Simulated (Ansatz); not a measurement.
Density of states of TaRu$_{3}$ (P-6m2) near the Fermi level, Ansatz (a first-principles code) with PBEsol, rigid bands.

```
E − E_F (eV) | states/eV/cell
    -1.95 | ################## 4.53
    -1.85 | ################ 3.86
    -1.75 | ##################### 5.25
    -1.65 | ##################### 5.20
    -1.55 | ######################### 6.10
    -1.45 | ############################## 7.35
    -1.35 | ###################### 5.46
    -1.25 | #################### 4.97
    -1.15 | ################### 4.61
    -1.05 | ###################### 5.43
    -0.95 | ######################### 6.23
    -0.85 | ################# 4.14
    -0.75 | ############# 3.27
    -0.65 | ############ 2.89
    -0.55 | ############### 3.69
    -0.45 | ################### 4.58
    -0.35 | ############# 3.20
    -0.25 | ############# 3.07
    -0.15 | ############# 3.09
    -0.05 | ############# 3.29
     0.05 | ################## 4.50
     0.15 | ######################## 6.00
     0.25 | ################## 4.31
     0.35 | ################ 3.82
     0.45 | ############### 3.56
     0.55 | ############## 3.44
     0.65 | ############# 3.28
     0.75 | ############## 3.41
     0.85 | ############## 3.47
     0.95 | ############## 3.40
     1.05 | ############### 3.65
     1.15 | ###################### 5.35
     1.25 | ###################### 5.38
     1.35 | ################## 4.31
     1.45 | ############### 3.65
     1.55 | ############### 3.56
     1.65 | ############### 3.70
     1.75 | ################ 3.81
     1.85 | ################ 3.93
```

Q: With 4 atoms a cell, what bare Sommerfeld coefficient γ = (π²/3) k_B² N(E_F) follows?

A: N(E_F) ≈ 3.8 states/eV a cell at 300 K, so γ ≈ 2.2 mJ/(mol of atoms·K²), before many-body enhancement (phonons, spin fluctuations, correlation).

Q: How far does the Fermi level move in a rigid band for 0.1 electron a cell added or removed?

A: 25 meV and -27 meV.

A metal at this level (no band gap); rigid bands, thermally averaged at 300 K, both spins. Spin-orbit coupling is left out, which matters with elements this heavy. Geometry: cell and atoms relaxed with PBEsol.

Computed structure with no diffraction record at hand here (it may be known, metastable or hypothetical): TaRu3 (P-6m2).
